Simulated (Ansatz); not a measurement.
The starting structures come from a database of crystals and need not be the phases stable at ambient conditions.

By PBEsol, the system below comes out a metal.

A figure of merit of an interconnect metal is its ballistic conductance per area.

Here is the system:

```xyz
3
Lattice="4.1708 0.0000 0.0000 0.0000 4.1708 0.0000 2.0854 -2.0854 2.9492" Properties=species:S:1:pos:R:3 pbc="T T T"
Al     4.1708     2.0854     1.4746
Al     2.0854     0.0000     1.4746
Pt     0.0000     0.0000     0.0000
```

The cell is taken as given.

The current flows along the normal of the first two printed cell vectors, the (001) plane of the conventional cell. No spin-orbit coupling; the value is a mean over 0.1 eV about the Fermi level.

**Question.** Compute, with PBEsol (Ansatz, an electronic-structure program), the ballistic conductance per area.

**Answer.** 0.94 × 10¹⁵ S/m² for both spins.
